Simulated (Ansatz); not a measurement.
How far PBE and r2SCAN part for AlNi3, pressure 75 GPa

The parent structure is AlNi₃ in the Cu3Au type structure (space group Pm-3m, No. 221; a = 3.5668 Å; weakly magnetic (sensitive to the mesh)).

(Cell as relaxed with PBE.)

Levels (all Ansatz, a quantum-chemistry and plane-wave program, PAW): PBE (420 eV, no spin-orbit coupling); r2SCAN (500 eV, no SOC).

Each level relaxes its own structure.

```csv
base,PBE,r2SCAN
volume per atom,11.34 Å³,10.96 Å³
lattice parameter a,3.567 Å,3.526 Å
band gap,zero,zero
largest site moment,0.27 μB,0.36 μB
```

It is then changed as follows: cell and atoms relaxed at a pressure of 75 GPa.

```
quantity             PBE  r2SCAN
---------------  -------  ------
volume per atom  8.93 Å³       …
band gap            zero       …
```

What does r2SCAN give?


- volume per atom, r2SCAN: 8.77 Å³
- band gap, r2SCAN: zero

PBE's volume per atom lies 0.16 Å³ above r2SCAN's (1.8 %); the two agree on the band gap. Neither level is exact; r2SCAN is the comparison here, not a measurement.

Other magnetic orders, which the real material may have, were not ruled out. Load acts through the strain it causes; cell and atoms are relaxed under it. No phonon test of stability was made. Competing high-pressure phases were not computed.
